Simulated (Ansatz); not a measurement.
All values below come from PBE (plane waves to 420 eV, PAW; Ansatz, a first-principles code).

Plane-averaged electrostatic potential energy along the normal, in eV from the Fermi level, for CH3 on the 1x1 (110) surface of bcc W, one in a 2x2 cell, started at the site 'bridge W-W (span 2.8 Å)':

| z (Å) | V (eV) |
|---|---|
| 5.20 | 4.81 |
| 5.49 | 4.81 |
| 5.78 | 4.81 |
| 6.07 | 4.80 |
| 6.36 | 4.79 |
| 6.64 | 4.77 |
| 6.93 | 4.72 |
| 7.22 | 4.63 |
| 7.51 | 4.44 |
| 7.80 | 4.07 |
| 8.09 | 3.31 |
| 8.38 | 1.82 |
| 8.67 | -1.11 |
| 8.96 | -7.23 |
| 9.24 | -15.19 |
| 9.53 | -20.65 |
| 9.82 | -21.01 |
| 10.11 | -16.17 |
| 10.40 | -8.63 |
| 10.69 | -3.58 |
| 10.98 | -4.78 |
| 11.27 | -11.52 |
| 11.56 | -18.74 |
| 11.84 | -22.00 |
| 12.13 | -19.68 |
| 12.42 | -12.88 |
| 12.71 | -5.47 |
| 13.00 | -2.59 |
| 13.29 | -5.44 |
| 13.58 | -12.84 |
| 13.87 | -19.63 |
| 14.16 | -21.96 |
| 14.44 | -18.72 |
| 14.73 | -11.49 |
| 15.02 | -4.68 |
| 15.31 | -3.31 |
| 15.60 | -8.11 |
| 15.89 | -15.73 |
| 16.18 | -20.88 |
| 16.47 | -20.92 |
| 16.76 | -15.79 |
| 17.04 | -7.98 |
| 17.33 | -2.02 |
| 17.62 | -0.24 |
| 17.91 | -0.37 |
| 18.20 | -0.72 |
| 18.49 | -0.38 |
| 18.78 | 1.66 |
| 19.07 | 2.97 |
| 19.36 | 3.41 |
| 19.64 | 3.58 |
| 19.93 | 3.65 |
| 20.22 | 3.68 |
| 20.51 | 3.69 |
| 20.80 | 3.70 |
| 21.09 | 3.70 |
| 21.38 | 3.70 |
| 21.67 | 3.70 |
| 21.96 | 3.70 |
| 22.24 | 3.70 |
| 22.53 | 3.70 |
| 22.82 | 3.70 |
| 23.11 | 3.70 |

Set-up: 20 atoms, 6.6 Å thick at the start under the adsorbate (thin: gaps and levels are the slab's own); mesh 6x6x1; 0.1 eV smearing; dipole correction on; 8 atoms held, the rest relaxed; no symmetry held; no spin, no spin-orbit, no U, no dispersion correction. At the end it is bonded to 3 W. In PBE it is, or lies within 0.03 eV of, the lowest of the starts that converged.

**Question.** The surface cell has an area of 28.68 Å². What dipole along the normal does the step between the two vacuum levels imply?

**Answer.** the top vacuum level lies 1.11 eV below the bottom one; p = −ε₀ A ΔV (ε₀ = 0.005526 e/(V·Å)) gives 0.18 e·Å a cell.
